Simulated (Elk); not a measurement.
Worked example: self-consistent single point of Al2Pt (Fm-3m, 3 atoms in the cell) in Elk

Method: PBE, all-electron FP-LAPW, Elk's shipped species files, default APW+lo basis (Elk 10.2.4).

Input:

```
tasks
  0

xctype
  20

rmtscf
  0.92

stype
  0

swidth
  0.00499791

maxscl
  100

scale
  7.97695429

avec
    0.0000000000    0.7071067812    0.7071067812
    0.7071067812    0.0000000000    0.7071067812
    0.7071067812    0.7071067812    0.0000000000

atoms
  2
  'Al.in'
  2
  0.2500000000  0.2500000000  0.2500000000    0.0 0.0 0.0
  0.7500000000  0.7500000000  0.7500000000    0.0 0.0 0.0
  'Pt.in'
  1
  0.0000000000  0.0000000000  0.0000000000    0.0 0.0 0.0

ngridk
  7 7 7
```

The program printed (abridged):

```
│ Elk code version 10.2.4 │

All units are atomic (Hartree, Bohr, etc.)

│ Ground-state run starting from atomic densities │

Lattice vectors :
   0.000000000       5.640558472       5.640558472
   5.640558472       0.000000000       5.640558472
   5.640558472       5.640558472       0.000000000

Unit cell volume      :    358.9188871
Brillouin zone volume :   0.6911038185

Muffin-tin inner radius fraction :   0.1000000000E-01

Nuclei treated as point charges

Species :    1 (Al)
 parameters loaded from : Al.in
 name : aluminium
 nuclear charge    :   -13.00000000
 electronic charge :    13.00000000
 atomic mass :    49184.33492
 muffin-tin radius :    2.024000000
 number of radial points in muffin-tin :    397
 atomic positions (lattice), magnetic fields (Cartesian) :
   1 :   0.25000000  0.25000000  0.25000000    0.00000000  0.00000000  0.00000000
   2 :  -0.25000000 -0.25000000 -0.25000000    0.00000000  0.00000000  0.00000000

Species :    2 (Pt)
 parameters loaded from : Pt.in
 name : platinum
 nuclear charge    :   -78.00000000
 electronic charge :    78.00000000
 atomic mass :    355605.4398
 muffin-tin radius :    2.576000000
 number of radial points in muffin-tin :    697
 atomic positions (lattice), magnetic fields (Cartesian) :
   1 :   0.00000000  0.00000000  0.00000000    0.00000000  0.00000000  0.00000000

Total number of atoms per unit cell :    3

Spin treatment :
 spin-unpolarised

Number of Bravais lattice symmetries :   48
Number of crystal symmetries         :   48
Crystal has inversion symmetry
Real symmetric eigensolver will be used

k-point grid :      7     7     7
k-point offset :    0.000000000       0.000000000       0.000000000
k-point set is reduced with full crystal symmetry group
Total number of k-points :       20

Muffin-tin radius times maximum |G+k| :    7.000000000
 using average radius
Maximum |G+k| for APW functions       :    3.170289855
Maximum (1/2)|G+k|²                   :    5.025368883
Maximum |G| for potential and density :    12.00000000
 potential will be trimmed for |G| > 2 gkmax
Constant for pseudocharge density :    8
Radial integration step length :    4

G-vector grid sizes :     32    32    32
Number of G-vectors :    10489

Maximum angular momentum used for
 APW functions                      :    8
 outer part of muffin-tin           :    6
 inner part of muffin-tin           :    1

Total nuclear charge    :   -104.0000000
Total core charge       :    56.00000000
Total valence charge    :    48.00000000
Total excess charge     :    0.000000000
Total electronic charge :    104.0000000

Effective Wigner radius, rₛ :   0.9374716029

Number of empty states         :   12
Total number of valence states :   36
Total number of core states    :   56

Total number of local-orbitals :   45

Exchange-correlation functional :     20     0     0
 Perdew-Burke-Ernzerhof, Phys. Rev. Lett. 77, 3865 (1996)
 gradient requirement :    1
 generalised gradient approximation (GGA)

Smearing type :    0
 Gaussian
Smearing width :   0.4997910000E-02
Effective electronic temperature (K) :    1578.215154

Mixing type :    3
 Broyden mixing, J. Phys. A: Math. Gen. 17, L317 (1984)

Kohn-Sham potential initialised from atomic data

│ Self-consistent loop started │
│ Loop number : 1 │
 total energy                :     -18909.9338452
│ Loop number : 2 │
 total energy                :     -18911.0907072
RMS change in Kohn-Sham potential (target) :   0.6180008546     (  0.1000000000E-05)
Absolute change in total energy (target)   :    1.156862017     (  0.1000000000E-03)
│ Loop number : 3 │
 total energy                :     -18910.4353604
RMS change in Kohn-Sham potential (target) :   0.6072266173     (  0.1000000000E-05)
Absolute change in total energy (target)   :   0.3661313567     (  0.1000000000E-03)
│ Loop number : 4 │
 total energy                :     -18922.7594981
RMS change in Kohn-Sham potential (target) :   0.2817559742     (  0.1000000000E-05)
Absolute change in total energy (target)   :    12.23260493     (  0.1000000000E-03)
│ Loop number : 5 │
 total energy                :     -18929.3898220
RMS change in Kohn-Sham potential (target) :   0.9190043001E-01 (  0.1000000000E-05)
Absolute change in total energy (target)   :    9.688475147     (  0.1000000000E-03)
│ Loop number : 6 │
 total energy                :     -18931.8517958
RMS change in Kohn-Sham potential (target) :   0.2360023440E-01 (  0.1000000000E-05)
Absolute change in total energy (target)   :    4.884092536     (  0.1000000000E-03)
│ Loop number : 7 │
 total energy                :     -18932.6759021
RMS change in Kohn-Sham potential (target) :   0.1510113302E-02 (  0.1000000000E-05)
Absolute change in total energy (target)   :    2.045129404     (  0.1000000000E-03)
│ Loop number : 8 │
 total energy                :     -18932.6640158
RMS change in Kohn-Sham potential (target) :   0.8037735832E-03 (  0.1000000000E-05)
Absolute change in total energy (target)   :   0.4993961287     (  0.1000000000E-03)
│ Loop number : 9 │
 total energy                :     -18932.6443525
RMS change in Kohn-Sham potential (target) :   0.5275494310E-04 (  0.1000000000E-05)
Absolute change in total energy (target)   :   0.1051857279     (  0.1000000000E-03)
│ Loop number : 10 │
 total energy                :     -18932.6566477
RMS change in Kohn-Sham potential (target) :   0.4652809949E-04 (  0.1000000000E-05)
Absolute change in total energy (target)   :   0.3859154863E-01 (  0.1000000000E-03)
│ Loop number : 11 │
 total energy                :     -18932.6535454
RMS change in Kohn-Sham potential (target) :   0.1302162678E-04 (  0.1000000000E-05)
Absolute change in total energy (target)   :   0.6545650704E-02 (  0.1000000000E-03)
│ Loop number : 12 │
 total energy                :     -18932.6530133
RMS change in Kohn-Sham potential (target) :   0.3849142947E-05 (  0.1000000000E-05)
Absolute change in total energy (target)   :   0.1104331655E-02 (  0.1000000000E-03)
│ Loop number : 13 │
 total energy                :     -18932.6525657
RMS change in Kohn-Sham potential (target) :   0.1470114870E-05 (  0.1000000000E-05)
Absolute change in total energy (target)   :   0.1715186445E-03 (  0.1000000000E-03)
│ Loop number : 14 │
 total energy                :     -18932.6525566
RMS change in Kohn-Sham potential (target) :   0.4398604311E-06 (  0.1000000000E-05)
Absolute change in total energy (target)   :   0.5202796820E-04 (  0.1000000000E-03)
Convergence targets achieved

│ Loop number : 15 │

Energies :
 Fermi                       :     0.267467888244
 sum of eigenvalues          :     -11600.2515386
 electron kinetic            :      21595.9843160
 core electron kinetic       :      20647.7728820
 Coulomb                     :     -40133.8574648
 Coulomb potential           :     -32680.4357267
 nuclear-nuclear             :     -1258.91050175
 electron-nuclear            :     -45069.4581995
 Hartree                     :      6194.51123638
 Madelung                    :     -23793.6396015
 xc potential                :     -515.800127916
 exchange                    :     -389.018487191
 correlation                 :     -5.76090235946
 total energy                :     -18932.6525384

Density of states at Fermi energy :    50.87704818
 (states/Hartree/unit cell)

Estimated indirect band gap :   0.3131462969E-02
 from k-point      9 to k-point     10
Estimated direct band gap   :   0.2966863801E-01
 at k-point     11

Charges :
 core                        :    56.00000000
 valence                     :    48.00000000
 interstitial                :    5.174544726
 muffin-tins (core leakage)
  species :    1 (Al)
   atom    1                 :    10.90705786     (  0.1202956730E-02)
   atom    2                 :    10.90705786     (  0.1202956730E-02)
  species :    2 (Pt)
   atom    1                 :    77.01133955     (  0.5191638739E-03)
 total in muffin-tins        :    98.82545527
 total calculated charge     :    103.9806063
 total charge                :    104.0000000
 error                       :   0.1939369957E-01

│ Self-consistent loop stopped │
```

The run converged in 15 iterations. The count includes the last loop, which Elk runs after its targets are met.

The starting cell comes from a database of computed structures (which also holds hypothetical and non-ambient phases and stackings), without a prior relaxation at this level. Its lattice was rescaled by a random factor within 2.5 % of one. Spin-orbit coupling is off. Spin polarisation is off. Values depend on the basis (sphere radii, cutoffs, local orbitals), which need not be converged. The log's line on a gap gives a spacing of levels on this mesh, which the program prints for metals too.
